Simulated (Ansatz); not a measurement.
We consider NaBeH3 (Pm-3m, No. 221, 5 atoms in the cell; start mp-23729), described by G0W0@PBEsol (hard PAW, contour deformation, complete-basis limit; Ansatz, a first-principles code).

Settings: largest k mesh 10×10×10 (not extrapolated in the mesh).

Cell (relaxed with PBEsol):

```xyz
5
Lattice="3.3265 0.0000 0.0000 0.0000 3.3265 0.0000 0.0000 0.0000 3.3265" Properties=species:S:1:pos:R:3 pbc="T T T"
Na     1.6632     1.6632     1.6632
Be     0.0000     0.0000     0.0000
H      1.6632     0.0000     0.0000
H      0.0000     1.6632     0.0000
H      0.0000     0.0000     1.6632
```

Problem. Give the computed band gap.

Solution. 
band gap: 2.46 eV (indirect)

Note: the gap holds a correction of +0.24 eV to the complete basis.

A start named mp-… is a Materials Project structure, which need not be a measured phase.
